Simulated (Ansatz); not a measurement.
The reference is Zr₂InN (space group P6_3/mmc, No. 194; a = 3.262 Å, c = 14.799 Å; a cell from a computed database, its experimental status unchecked).

Computed with PBEsol (Ansatz, a program for electronic structure, PAW, no spin-orbit coupling).

Before the change:

```
Item                  Result
-------------------  -------
Lattice parameter a  3.262 Å
```

Now apply this change: a hydrostatic pressure of 5 GPa.

Question: What happens to the lattice parameter a?

Answer: The lattice parameter a shrinks by 0.035 Å to 3.227 Å.

Load acts through the strain it causes; cell and atoms are relaxed under it. Whether these cells are dynamically stable was not tested. No other phases were tried under pressure. The final runs are not spin-polarised.
